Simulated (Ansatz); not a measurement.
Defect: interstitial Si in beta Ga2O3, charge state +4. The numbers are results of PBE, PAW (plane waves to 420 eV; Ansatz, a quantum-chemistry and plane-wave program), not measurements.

Settings: 120 host sites, the relaxed PBE lattice, the Γ point alone, smearing 0.01 eV, spin-restricted, no image-charge correction. Static, classical nuclei. The charge state is imposed; whether it is stable for some Fermi level was not computed. Sites that were not tried may lie lower.

Barriers: single points on a 2×2×2 k-point mesh shifted by half a step at the bands' geometries (they differ from the bands' own by up to 0.06 eV, and are uncertain by about as much).

A. a concerted move, in which Ga travels most; the atom moves 1.15 Å along (-0.06, 0.00, 0.12) of the unit cell; the moving atom starts with neighbours O at 1.80, O at 1.85, O at 1.88, O at 1.92 Å and ends with O at 1.80, O at 1.84, O at 1.96, O at 1.97 Å; the start lies 1.07 eV above the lowest site run; saddle order not checked.
B. a concerted move, in which Si travels most; the atom moves 1.22 Å along (0.03, -0.35, -0.06) of the unit cell; the moving atom starts with neighbours O at 1.63, 2 O at 1.66, O at 1.69 Å and ends with O at 1.63, O at 1.65, O at 1.67, O at 1.70 Å; saddle order not checked.

Q: Rank these by forward barrier (lowest first), as PBE, PAW gives it.

A: A (0.60 eV), B (1.58 eV)
